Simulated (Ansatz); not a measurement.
System: ZnS (model structure, started from the BN type, Pm-3n, No. 223, 12 atoms in the cell). Method: HSE06 (PAW; Ansatz, a program for electronic structure).

Numerical settings: plane-wave cutoff 460 eV, 4×4×4 k mesh, Fermi–Dirac smearing 0.01 eV, scalar-relativistic PAW data made under PBE.

Cell (relaxed with PBEsol):

ZnS is taken in the cubic space group Pm-3n (No. 223), Pearson symbol cP12. Conventional cell: a = b = c = 6.6013 Å, α = β = γ = 90.00°. Zn on 6c is surrounded by 4 S at 2.334 Å. S on 6d sees 4 Zn at 2.334 Å. (Neighbours: up to the widest gap in distance over summed covalent radii, below 1.35, at either atom; cation-cation and far metal-metal contacts left out.)

Task: What does this level give for the band gap?

Result: 
band gap: 3.29 eV (on the SCF k mesh) (direct)

Note: the relaxation could raise the start's symmetry but not lower it, so the cell can be a saddle point; cell and atoms aren't relaxed at this level (pressure 2.2 GPa).

Computing time: around 9 core-minutes (rough).

A model structure was made by putting elements into a prototype or built by hand; it is no filed structure, need not be a known phase, and can be a saddle point held by its symmetry.
